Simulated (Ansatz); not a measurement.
N_O+V_O in monoclinic HfO2 (the name describes the start): one set of geometries, relaxed with PBE, evaluated in Ansatz (PAW, plane waves to 420 eV, 500 eV under r2SCAN) with PBE, r2SCAN.

Set-up: 96-site cell; 2×2×2 shifted k-points; start: the O(1,3-fold) site; O(1,3-fold) 2.58 Å away; charged states image-corrected; no spin–orbit coupling; finite-size errors of tenths of an eV; relaxed from one start, so a lower configuration may exist; flagged in the runs: a host whose relaxation on this sampling wasn't shown to rest, a strain field that reaches the edge of the cell.

| quantity | PBE | r2SCAN |
|---|---|---|
| host gap (eV) | 4.04 | [?] |
| ε(+1/0) above the VBM (eV) | 2.98 | [?] |
| neutral formation energy against N2 molecule in a box, O2 molecule in a box (eV) | 9.44 | [?] |
| largest moment on one atom at charge 0 (μB) | 0.05 | [?] |

Q: Given the lower rungs, what does r2SCAN give?

A: 
- host gap (eV), r2SCAN: 4.54
- ε(+1/0) above the VBM (eV), r2SCAN: 3.27
- neutral formation energy against N2 molecule in a box, O2 molecule in a box (eV), r2SCAN: 10.01
- largest moment on one atom at charge 0 (μB), r2SCAN: 0.05

Ansatz is a quantum-chemistry and plane-wave program.
